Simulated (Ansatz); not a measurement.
# LaReN3, response to strain

Consider LaReN3 in the cubic perovskite structure (space group Pm-3m, No. 221; a = 3.922 Å; a cell from a computed database, its experimental status unchecked). Axes: x, y, z lie along the cube axes.

Strains are applied to the cell and any free atomic positions relax; under biaxial strain the out-of-plane vector relaxes too.

Calculations: PBEsol (Ansatz, an electronic-structure program, PAW, no spin-orbit coupling).

Notes on the quantities. pressure: mean of the normal stresses, compression positive; energy relative to the base: free energy F.

| variant | pressure | volume per atom | energy relative to the base | space group |
|---|---|---|---|---|
| base | 0.0 GPa | 12.06 Å³ | 0 meV/atom | Pm-3m (No. 221) |
| biaxial strain −0.95 %, plane normal [001], relaxed out of plane | 3.9 GPa | 11.90 Å³ | +4.1 meV/atom | P4/mmm (No. 123) |
| isotropic strain +3.75 % | (withheld) | 13.47 Å³ | (withheld) | Pm-3m (No. 221) |
| uniaxial strain ε_xx = +2.53 % | -6.2 GPa | 12.37 Å³ | +11 meV/atom | P4/mmm (No. 123) |

### Question
Some entries are withheld; estimate them.

### Answer

- isotropic strain +3.75 %, pressure: -23.7 GPa
- isotropic strain +3.75 %, energy relative to the base: +115 meV/atom

Without a gap, meshes like the base's 12×12×12 leave anisotropic stresses uncertain by several tenths of a GPa, and small strain energies with them. Stability against distortions was not tested. All final runs are without spin polarisation. An odd electron count without spin: LaReN3. Many cubic perovskites are stable only at high temperature; tilts and polar distortions were not tested.
